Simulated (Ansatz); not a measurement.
A computed series for hypothetical zinc blende BiB: response to strain

Take BiB in the zinc blende structure (space group F-43m, No. 216; a = 5.456 Å; a hypothetical phase, not in the database extracts checked) as the base. Axes: x, y, z lie along the cube axes.

Strains are applied to the cell and any free atomic positions relax; under biaxial strain the out-of-plane vector relaxes too; under stress the whole cell relaxes.

The values are results of Kohn–Sham DFT with the PBEsol functional, run in Ansatz (a first-principles code) with PAW and 420 eV plane waves, no spin-orbit coupling, not measurements.

Notes on the quantities. energy relative to the base: free energy F.

| variant | band gap | energy relative to the base | volume per atom | space group |
|---|---|---|---|---|
| base | 0.45 eV | 0 meV/atom | 20.30 Å³ | F-43m (No. 216) |
| biaxial strain +1.24 %, plane normal [110], relaxed out of plane | 0.20 eV | +3.7 meV/atom | 20.72 Å³ | Imm2 (No. 44) |
| isotropic strain −0.84 % | 0.55 eV | +3.4 meV/atom | 19.79 Å³ | F-43m (No. 216) |
| tensor shear ε_xz = −2.49 % | zero | +12 meV/atom | 20.28 Å³ | Imm2 (No. 44) |
| uniaxial stress, 3 GPa compression along x | 0.21 eV | +5.1 meV/atom | 20.05 Å³ | I-4m2 (No. 119) |

A biaxial case was relaxed in a doubled cell and then solved in the primitive one. With Bi present, leaving out spin-orbit coupling can change the band edges. Stability under load was not tested beyond the relaxation. All final runs are without spin polarisation. Gaps under 0.05 eV, about the width of the smearing, are given as zero. A zero or small gap of BiB under biaxial strain +1.24 %, plane normal [110], relaxed out of plane, BiB under tensor shear ε_xz = −2.49 % and BiB under uniaxial stress, 3 GPa compression along x can be the functional's error rather than a property of the material.
